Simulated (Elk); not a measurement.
Worked example: self-consistent single point of In (I4/mmm, 1 atom in the cell) in Elk.

Method of the run: PBE, all-electron FP-LAPW, Elk's shipped species files, APW+lo basis with extra local orbitals in Elk.

```yaml
crystal:
  lattice:
    - [-1.62987, 1.62987, 2.48243]
    - [1.62987, -1.62987, 2.48243]
    - [1.62987, 1.62987, -2.48243]
  atoms:
    - { symbol: In, position: [0.00000, 0.00000, 0.00000] }
```

Reference input (self-consistent single point, DFT, PBE, all-electron FP-LAPW, Elk's shipped species files, APW+lo basis with extra local orbitals): xctype = 20; rgkmax = 7.5; swidth = 0.00367493 Ha; ngridk = 7 7 7; gmaxvr = 14 1/bohr; nxlo = 2; lorbcnd = true; lmaxi = 3; maxscl = 100. This run's input differs from it in these lines:

```diff
@@ -42,3 +42,3 @@
 ngridk
-  7 7 7
+  11 11 11
```

The program printed (abridged):

```
│ Self-consistent loop started │
│ Loop number : 1 │
 total energy                :     -5885.35013673
│ Loop number : 2 │
 total energy                :     -5885.36653643
RMS change in Kohn-Sham potential (target) :   0.8305831856E-01 (  0.1000000000E-05)
Absolute change in total energy (target)   :   0.1639970564E-01 (  0.1000000000E-03)
│ Loop number : 3 │
 total energy                :     -5885.32373813
RMS change in Kohn-Sham potential (target) :   0.8125257945E-01 (  0.1000000000E-05)
Absolute change in total energy (target)   :   0.3869837413E-01 (  0.1000000000E-03)
│ Loop number : 4 │
   [... lines left out ...]
Absolute change in total energy (target)   :   0.5553204710E-03 (  0.1000000000E-03)
│ Loop number : 13 │
 total energy                :     -5883.34792110
RMS change in Kohn-Sham potential (target) :   0.3427852533E-07 (  0.1000000000E-05)
Absolute change in total energy (target)   :   0.1392269623E-03 (  0.1000000000E-03)
│ Loop number : 14 │
 total energy                :     -5883.34792122
RMS change in Kohn-Sham potential (target) :   0.2184109062E-07 (  0.1000000000E-05)
Absolute change in total energy (target)   :   0.3468669092E-04 (  0.1000000000E-03)
Convergence targets achieved

│ Loop number : 15 │

Energies :
 Fermi                       :     0.211562004055
 total energy                :     -5883.34792183

Density of states at Fermi energy :    13.08403583
 (states/Hartree/unit cell)

Estimated indirect band gap :   0.4274268310E-03
 from k-point     87 to k-point    110
Estimated direct band gap   :   0.2583879895E-02
 at k-point     97

Charges :
 core                        :    30.00000000
 valence                     :    19.00000000
 interstitial                :    1.706539794
 muffin-tins (core leakage)
  species :    1 (In)
   atom    1                 :    47.29346021     (  0.1308262514E-03)
 total in muffin-tins        :    47.29346021
 total calculated charge     :    48.99817303
 total charge                :    49.00000000
 error                       :   0.1826967954E-02

│ Self-consistent loop stopped │
```

The run converged in 15 iterations. The count includes the last loop, which Elk runs after its targets are met. Against the reference run the free energy goes down by 4.6 meV/atom.

The starting cell has typed, rounded lattice constants, without a prior relaxation at this level. Its lattice was rescaled by up to half a per cent. Values depend on the basis (sphere radii, cutoffs, local orbitals), which need not be converged. The log's line on a gap gives a spacing of levels on this mesh, which the program prints for metals too.
